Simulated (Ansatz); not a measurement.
We consider cubic perovskite CsSrF3, described by PBEsol+SOC in Ansatz (plane waves, PAW).

Settings: plane-wave cutoff 520 eV, 8×8×8 k mesh, Fermi–Dirac smearing 0.01 eV, PAW data made under PBE.

Cell (relaxed at this level):

```cif
data_CsF3Sr
_chemical_formula_sum 'Cs1 Sr1 F3'
_space_group_name_H-M_alt 'P 1'
_space_group_IT_number 1
_cell_length_a 4.73731
_cell_length_b 4.73731
_cell_length_c 4.73731
_cell_angle_alpha 90.000
_cell_angle_beta 90.000
_cell_angle_gamma 90.000
loop_
_space_group_symop_operation_xyz
  'x, y, z'
loop_
_atom_site_label
_atom_site_type_symbol
_atom_site_fract_x
_atom_site_fract_y
_atom_site_fract_z
_atom_site_occupancy
Cs1 Cs 0.00000 0.00000 0.00000 1
Sr1 Sr 0.50000 0.50000 0.50000 1
F1 F 0.50000 0.00000 0.50000 1
F2 F 0.00000 0.50000 0.50000 1
F3 F 0.50000 0.50000 0.00000 1
```

**Question.** Estimate the bulk modulus, band gap and pressure derivative B′ of the bulk modulus that the calculation returns.

**Answer.** 
* **bulk modulus**: 43.7 GPa
* **band gap**: 6.26 eV (direct)
* **pressure derivative B′ of the bulk modulus**: 4.8

Note: the relaxation could not lower the start's symmetry, so the cell can be a saddle point above a distorted one.

The computed numbers hold no vibrational or temperature effects.

It cost roughly 10 core-minutes of CPU time.

Ansatz is an electronic-structure program.
